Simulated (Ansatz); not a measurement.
Zr2SiN (model structure, started from the MAX type, P6₃/mmc, No. 194, 8 atoms in the cell), treated with PBEsol (PAW; Ansatz, a quantum-chemistry and plane-wave program).

Numerical settings: plane-wave cutoff 520 eV, 24×24×4 k mesh (along the axes of the cell as run), Fermi–Dirac smearing 0.05 eV, scalar-relativistic PAW data made under PBE.

Cell (relaxed at this level):

```yaml
crystal:
  lattice:
    - [3.22351, 0.00000, 0.00000]
    - [-1.61175, 2.79164, 0.00000]
    - [0.00000, 0.00000, 13.42703]
  atoms:
    - { symbol: Si, position: [0.33333, 0.66667, 0.75000] }
    - { symbol: Si, position: [0.66667, 0.33333, 0.25000] }
    - { symbol: Zr, position: [0.33333, 0.66667, 0.09481] }
    - { symbol: Zr, position: [0.66667, 0.33333, 0.59481] }
    - { symbol: Zr, position: [0.66667, 0.33333, 0.90519] }
    - { symbol: Zr, position: [0.33333, 0.66667, 0.40519] }
    - { symbol: N, position: [0.00000, 0.00000, 0.00000] }
    - { symbol: N, position: [0.00000, 0.00000, 0.50000] }
```

**Question.** What does this level give for the bulk modulus?

**Answer.** 
- bulk modulus = 174 GPa

The run finds no gap.

Note: the bulk modulus is −V dP/dV from two relaxed cells at ±2 % in volume; the relaxation could raise the start's symmetry but not lower it, so the cell can be a saddle point.

Computed values are for the static lattice.

A model structure was made by putting elements into a prototype or built by hand; it is no filed structure, need not be a known phase, and can be a saddle point held by its symmetry.
